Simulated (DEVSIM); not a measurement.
Structure: illuminated Si p-on-n cell, one wavelength, with a back-surface field, at 300 K.

```csv
layer (left to right),material,thickness (μm),Nd (cm⁻³),Na (cm⁻³),τn (s),τp (s),absorption coefficient (cm⁻¹)
1,Si,0.0650,-,6.8e18,8.7e-8,7.5e-8,1800
2,Si,170,2.7e15,-,1.1e-7,1.1e-7,1800
3,Si,0.130,4.7e18,-,1.1e-7,1.1e-7,1800
```

Left contact: ohmic, minority electron recombination velocity 20 cm/s. Right contact: ohmic, minority hole recombination velocity 1e5 cm/s. Voltage is applied to the left contact. Recombination: SRH at mid-gap, radiative, Auger. Gap narrowing is on: ΔEg = 6.92 meV × (l + √(l² + 0.5)), l = ln(N/1.3e17 cm⁻³), shared equally by both band edges. Light enters at the left, 4.6e16 photons cm⁻² s⁻¹, one pass, no reflection. Mobility is constant in doping.

This is a model device: material constants are rounded textbook-type values typed into the input, and sizes, dopings and lifetimes were drawn at random. Values at 300 K.

```tsv
parameter	Si
gap (eV)	1.124
affinity (eV)	4.05
permittivity	11.7
Nc (cm⁻³)	2.86e19
Nv (cm⁻³)	3.1e19
μn (cm²/Vs)	1417
μp (cm²/Vs)	470
B (cm³/s)	4.7e-15
Cn (cm⁶/s)	2.8e-31
Cp (cm⁶/s)	9.9e-32
```

Model (solved in DEVSIM): 1D drift-diffusion, Boltzmann statistics, complete ionisation; no tunnelling, impact ionisation, image-force lowering or self-heating.

Tabulate band edges, carrier densities and field at zero bias, in the dark.

Energies count from the Fermi level of the right contact; mesh points crowd at the junctions.

```json
[
 {"x (μm)": "0.000", "Ec (eV)": "1.030", "Ev (eV)": "-0.039", "n (cm⁻³)": "140", "p (cm⁻³)": "6.8e18", "field (V/cm)": "≈ 0"},
 {"x (μm)": "0.02560", "Ec (eV)": "1.030", "Ev (eV)": "-0.039", "n (cm⁻³)": "140", "p (cm⁻³)": "6.8e18", "field (V/cm)": "≈ 0"},
 {"x (μm)": "0.05410", "Ec (eV)": "1.030", "Ev (eV)": "-0.039", "n (cm⁻³)": "140", "p (cm⁻³)": "6.8e18", "field (V/cm)": "-160"},
 {"x (μm)": "0.08017", "Ec (eV)": "0.961", "Ev (eV)": "-0.162", "n (cm⁻³)": "2000", "p (cm⁻³)": "5.8e16", "field (V/cm)": "-32000"},
 {"x (μm)": "0.1798", "Ec (eV)": "0.735", "Ev (eV)": "-0.389", "n (cm⁻³)": "1.3e7", "p (cm⁻³)": "9.0e12", "field (V/cm)": "-20000"},
 {"x (μm)": "0.4107", "Ec (eV)": "0.389", "Ev (eV)": "-0.735", "n (cm⁻³)": "8.4e12", "p (cm⁻³)": "1.4e7", "field (V/cm)": "-10000"},
 {"x (μm)": "0.9861", "Ec (eV)": "0.240", "Ev (eV)": "-0.884", "n (cm⁻³)": "2.7e15", "p (cm⁻³)": "44000", "field (V/cm)": "-33"},
 {"x (μm)": "3.390", "Ec (eV)": "0.240", "Ev (eV)": "-0.884", "n (cm⁻³)": "2.7e15", "p (cm⁻³)": "44000", "field (V/cm)": "≈ 0"},
 {"x (μm)": "8.959", "Ec (eV)": "0.240", "Ev (eV)": "-0.884", "n (cm⁻³)": "2.7e15", "p (cm⁻³)": "44000", "field (V/cm)": "≈ 0"},
 {"x (μm)": "22.84", "Ec (eV)": "0.240", "Ev (eV)": "-0.884", "n (cm⁻³)": "2.7e15", "p (cm⁻³)": "44000", "field (V/cm)": "≈ 0"},
 {"x (μm)": "60.75", "Ec (eV)": "0.240", "Ev (eV)": "-0.884", "n (cm⁻³)": "2.7e15", "p (cm⁻³)": "44000", "field (V/cm)": "≈ 0"},
 {"x (μm)": "135.4", "Ec (eV)": "0.240", "Ev (eV)": "-0.884", "n (cm⁻³)": "2.7e15", "p (cm⁻³)": "44000", "field (V/cm)": "≈ 0"},
 {"x (μm)": "156.5", "Ec (eV)": "0.240", "Ev (eV)": "-0.884", "n (cm⁻³)": "2.7e15", "p (cm⁻³)": "44000", "field (V/cm)": "≈ 0"},
 {"x (μm)": "164.8", "Ec (eV)": "0.240", "Ev (eV)": "-0.884", "n (cm⁻³)": "2.7e15", "p (cm⁻³)": "44000", "field (V/cm)": "≈ 0"},
 {"x (μm)": "168.7", "Ec (eV)": "0.240", "Ev (eV)": "-0.884", "n (cm⁻³)": "2.7e15", "p (cm⁻³)": "44000", "field (V/cm)": "≈ 0"},
 {"x (μm)": "169.5", "Ec (eV)": "0.240", "Ev (eV)": "-0.884", "n (cm⁻³)": "2.7e15", "p (cm⁻³)": "44000", "field (V/cm)": "≈ 0"},
 {"x (μm)": "169.9", "Ec (eV)": "0.234", "Ev (eV)": "-0.889", "n (cm⁻³)": "3.3e15", "p (cm⁻³)": "36000", "field (V/cm)": "-690"},
 {"x (μm)": "170.0", "Ec (eV)": "0.203", "Ev (eV)": "-0.921", "n (cm⁻³)": "1.1e16", "p (cm⁻³)": "11000", "field (V/cm)": "-6100"},
 {"x (μm)": "170.1", "Ec (eV)": "0.063", "Ev (eV)": "-1.011", "n (cm⁻³)": "2.5e18", "p (cm⁻³)": "330", "field (V/cm)": "-81000"},
 {"x (μm)": "170.1", "Ec (eV)": "0.047", "Ev (eV)": "-1.027", "n (cm⁻³)": "4.7e18", "p (cm⁻³)": "170", "field (V/cm)": "≈ 0"},
 {"x (μm)": "170.2", "Ec (eV)": "0.047", "Ev (eV)": "-1.027", "n (cm⁻³)": "4.7e18", "p (cm⁻³)": "170", "field (V/cm)": "≈ 0"},
 {"x (μm)": "170.2", "Ec (eV)": "0.047", "Ev (eV)": "-1.027", "n (cm⁻³)": "4.7e18", "p (cm⁻³)": "170", "field (V/cm)": "≈ 0"}
]
```
